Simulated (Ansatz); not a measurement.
**Effect of uniaxial strain ε_zz = −3.00 % on SiO2**

Base system: SiO2 in the rutile structure (space group P4_2/mnm, No. 136; a = 4.236 Å, c = 2.690 Å). Axes: x, y, z lie along a, b, c of the conventional cell.

Modification: uniaxial strain ε_zz = −3.00 %, all other strain components held at zero; the atoms relax in the strained cell.

All numbers come from PBE (Ansatz, a program for electronic structure), no spin-orbit coupling. k-mesh 8×8×12 (Γ-centred); smearing 0.05 eV (Fermi–Dirac).

```csv
quantity,base,changed,shift
space group,P4_2/mnm (No. 136),P4_2/mnm (No. 136),–
shortest interatomic distance,3.352 bohr,3.296 bohr,-0.056 bohr
energy relative to the base (free energy F),0 meV/atom,+17 meV/atom,+17 meV/atom
"pressure (mean of the normal stresses, compression positive)",0.1 kbar,113.9 kbar,+113.88 kbar
band gap,5.04 eV,5.68 eV,+0.64 eV
gap character,direct at Γ,direct at Γ,–
electron mass,"0.36 mₑ along c, 0.45 mₑ across (at Γ)","0.43 mₑ along z, 0.48 mₑ across (at Γ)",–
"valence-band top at Γ (three highest levels, from the VBM)","0.00, -0.85, -0.85 eV","0.00, -0.89, -0.89 eV",–
"valley order (the lowest conduction-band minima on the path, energy above the VBM, named in the base's zone)","Γ 5.04 eV; A (1/2, 1/2, 1/2) 6.84 eV","Γ 5.68 eV; A (1/2, 1/2, 1/2) 7.11 eV",–
"stress (xx, yy, zz, yz, xz, xy; compression positive)",–,"(5.57, 5.57, 23.04, 0.00, 0.00, 0.00) GPa",–
```

Final structure:

```
CELL_PARAMETERS angstrom
      4.23608     0.00000     0.00000
      0.00000     4.23608     0.00000
      0.00000     0.00000     2.60973
ATOMIC_POSITIONS crystal
  Si 0.00000 0.00000 0.00000
  Si 0.50000 0.50000 0.50000
  O  0.30682 0.30682 0.00000
  O  0.80682 0.19318 0.50000
  O  0.19318 0.80682 0.50000
  O  0.69318 0.69318 0.00000
```

Masses are band curvatures over ±0.01 Å⁻¹ around the edge. No phonon test of stability was made.
